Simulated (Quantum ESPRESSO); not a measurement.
Worked example: self-consistent single point of Ba₆Mg₇H₂₆ (Immm, 39 atoms in the cell) in Quantum ESPRESSO.

Computed with PBEsol-D3(0), GBRV 1.5 ultrasoft (PBESOL) pseudopotentials (plane waves; Quantum ESPRESSO).

```yaml
crystal:
  lattice:
    - [-2.89899, 5.96992, 7.47199]
    - [2.89899, -5.96992, 7.47199]
    - [2.89899, 5.96992, -7.47199]
  atoms:
    - { symbol: Ba, position: [0.40704, 0.64754, 0.75950] }
    - { symbol: Ba, position: [0.59296, 0.35246, 0.24050] }
    - { symbol: Ba, position: [0.88804, 0.64754, 0.24050] }
    - { symbol: Ba, position: [0.11196, 0.35246, 0.75950] }
    - { symbol: Ba, position: [0.14381, 0.14381, 0.00000] }
    - { symbol: Ba, position: [0.85619, 0.85619, 0.00000] }
    - { symbol: Mg, position: [0.28189, 0.78189, 0.50000] }
    - { symbol: Mg, position: [0.71811, 0.21811, 0.50000] }
    - { symbol: Mg, position: [0.75811, 0.00000, 0.75811] }
    - { symbol: Mg, position: [0.24189, 0.00000, 0.24189] }
    - { symbol: Mg, position: [0.50000, 0.25412, 0.75412] }
    - { symbol: Mg, position: [0.50000, 0.74588, 0.24588] }
    - { symbol: Mg, position: [0.00000, 0.50000, 0.50000] }
    - { symbol: H, position: [0.36650, 0.98511, 0.84207] }
    - { symbol: H, position: [0.63350, 0.01489, 0.15793] }
    - { symbol: H, position: [0.14304, 0.52443, 0.15793] }
    - { symbol: H, position: [0.85696, 0.47557, 0.84207] }
    - { symbol: H, position: [0.63350, 0.47557, 0.61861] }
    - { symbol: H, position: [0.36650, 0.52443, 0.38139] }
    - { symbol: H, position: [0.85696, 0.01489, 0.38139] }
    - { symbol: H, position: [0.14304, 0.98511, 0.61861] }
    - { symbol: H, position: [0.88533, 0.24980, 0.13513] }
    - { symbol: H, position: [0.11467, 0.75020, 0.86487] }
    - { symbol: H, position: [0.11467, 0.24980, 0.36447] }
    - { symbol: H, position: [0.88533, 0.75020, 0.63553] }
    - { symbol: H, position: [0.66198, 0.26388, 0.92586] }
    - { symbol: H, position: [0.33802, 0.73612, 0.07414] }
    - { symbol: H, position: [0.33802, 0.26388, 0.60190] }
    - { symbol: H, position: [0.66198, 0.73612, 0.39810] }
    - { symbol: H, position: [0.64808, 0.87320, 0.77488] }
    - { symbol: H, position: [0.35192, 0.12680, 0.22512] }
    - { symbol: H, position: [0.09832, 0.87320, 0.22512] }
    - { symbol: H, position: [0.90168, 0.12680, 0.77488] }
    - { symbol: H, position: [0.41121, 0.41121, 0.00000] }
    - { symbol: H, position: [0.58879, 0.58879, 0.00000] }
    - { symbol: H, position: [0.41332, 0.91332, 0.50000] }
    - { symbol: H, position: [0.58668, 0.08668, 0.50000] }
    - { symbol: H, position: [0.12873, 0.62873, 0.50000] }
    - { symbol: H, position: [0.87127, 0.37127, 0.50000] }
```

Reference input (self-consistent single point, DFT, PBEsol, plane waves, GBRV 1.5 ultrasoft (PBESOL) pseudopotentials): ecutwfc = 40 Ry; ecutrho = 200 Ry; occupations = smearing; smearing = fermi-dirac; degauss = 0.00147 Ry; potentials = {Ba: ba_pbesol_v1.uspp.F.UPF, Mg: mg_pbesol_v1.4.uspp.F.UPF, H: h_pbesol_v1.4.uspp.F.UPF}; K_POINTS = automatic 3 3 3 0 0 0; conv_thr = 1e-10 Ry; mixing_beta = 0.3. This run's input differs from it in these lines:

```diff
@@ -18,2 +18,5 @@
  degauss = 0.00147,
+ vdw_corr = 'grimme-d3',
+ dftd3_version = 3,
+ dftd3_threebody = .false.,
 /
```

Log, with long lists cut:

```
     Self-consistent Calculation

     iteration #  1     ecut=    40.00 Ry     beta= 0.30

---- Real-time Memory Report at c_bands before calling an iterative solver
          1040 MiB given to the printing process from OS
           386 MiB allocation reported by mallinfo(arena+hblkhd)
------------------

     negative rho (up, down):  5.671E-01 0.000E+00

     total energy              =   -1328.29457063 Ry
     estimated scf accuracy    <       2.19077422 Ry

     iteration #  2     ecut=    40.00 Ry     beta= 0.30

---- Real-time Memory Report at c_bands before calling an iterative solver
   [... lines left out ...]
          1348 MiB given to the printing process from OS
           452 MiB allocation reported by mallinfo(arena+hblkhd)
------------------

     negative rho (up, down):  5.310E-01 0.000E+00

     total energy              =   -1328.15097178 Ry
     estimated scf accuracy    <          1.2E-10 Ry

     iteration # 14     ecut=    40.00 Ry     beta= 0.30

---- Real-time Memory Report at c_bands before calling an iterative solver
          1348 MiB given to the printing process from OS
           452 MiB allocation reported by mallinfo(arena+hblkhd)
------------------

     negative rho (up, down):  5.310E-01 0.000E+00
     End of self-consistent calculation

     the Fermi energy is     5.9418 ev

!    total energy              =   -1328.15097178 Ry
     estimated scf accuracy    <          9.6E-12 Ry
     smearing contrib. (-TS)   =       0.00000000 Ry
     internal energy E=F+TS    =   -1328.15097178 Ry

     DFT-D3 Dispersion         =      -0.24321269 Ry

     convergence has been achieved in  14 iterations

     negative rho (up, down):  5.310E-01 0.000E+00

     Forces acting on atoms (cartesian axes, Ry/au):

     atom    1 type  1   force =     0.00000000   -0.00108785   -0.00024422
     atom    2 type  1   force =     0.00000000    0.00108785    0.00024422
     atom    3 type  1   force =     0.00000000    0.00108785   -0.00024422
     atom    4 type  1   force =     0.00000000   -0.00108785    0.00024422
   [... lines left out ...]
     Total force =     0.020251     Total SCF correction =     0.000005
   [... lines left out ...]

     DFT-D3 dispersion Force =     0.003404

     negative rho (up, down):  5.310E-01 0.000E+00
          total   stress  (Ry/bohr**3)                   (kbar)     P=      -22.87
  -0.00015290   0.00000000   0.00000000          -22.49        0.00        0.00
   0.00000000  -0.00015803   0.00000000            0.00      -23.25        0.00
   0.00000000   0.00000000  -0.00015556            0.00        0.00      -22.88

   JOB DONE.
```

The run converged in 14 iterations. Against the reference run the pressure goes from -1.40 to -2.29 GPa, the largest force goes from 0.127 to 0.120 eV/Å and the gap on the mesh stays at 2.917 eV.

The starting cell comes from a database of computed structures (which also holds hypothetical and non-ambient phases and stackings), without a prior relaxation at this level.

Cost on one core of a shared machine: roughly 20 min.
